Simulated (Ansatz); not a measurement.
Consider NaI in the rock salt structure (space group Fm-3m, No. 225).

```xyz
2
Lattice="0.0000 3.2011 3.2011 3.2011 0.0000 3.2011 3.2011 3.2011 0.0000" Properties=species:S:1:pos:R:3 pbc="T T T"
Na     0.0000     0.0000     0.0000
I      3.2011     3.2011     3.2011
```

Cartesian axes are those of the cell as printed.

Calculations: plane-wave PAW DFT at the PBEsol level (Ansatz, a program for electronic structure, 420 eV), without spin-orbit coupling.

For the base:

- Valence-band top at Γ: 0.00, 0.00, 0.00 eV
- Band gap: 3.60 eV

Perturbation: the cell is stretched by 2.50 % along z with no lateral relaxation; the atoms relax in the strained cell.

**Question.** Predict the new valence-band top at Γ.

**Answer.** The valence-band top at Γ (three highest levels, from the VBM) goes from 0.00, 0.00, 0.00 eV to 0.00, -0.03, -0.03 eV.

**Question.** What does the calculation give for the band gap after the change?

**Answer.** The band gap decreases by 0.081 eV, from 3.60 eV to 3.51 eV.

**Question.** Estimate the effect on the stress.

**Answer.** The stress (xx, yy, zz, yz, xz, xy; compression positive) is (-0.17, -0.17, -0.75, 0.00, 0.00, 0.00) GPa.

Spin-orbit coupling, missing from the scalar runs, can matter with I. Whether these cells are dynamically stable was not tested.
